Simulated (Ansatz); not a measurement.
A constructed model of the (111) surface of fcc Rh, (√3x√3)R30° surface alloy, Pd on one Rh site of the top plane (bottom of the slab: a bare face, its two planes held)

Computed with PBE (plane waves to 420 eV, PAW; Ansatz, a quantum-chemistry and plane-wave program).

Model: 18-atom slab, 11.1 Å thick at the start with caps and adatoms (thin: gaps and levels are the slab's own), 9x9x1 mesh, Fermi-Dirac 0.1 eV, dipole correction, 6 atoms held, the rest relaxed; symmetry of the start imposed; no spin, no spin-orbit, no U. It is one candidate, not shown to be the stable structure of the face.

* **work function of the top face**: 5.12 eV
* **energy released by relaxation**: 0.059 eV
* **cost**: very roughly 8 core-minutes
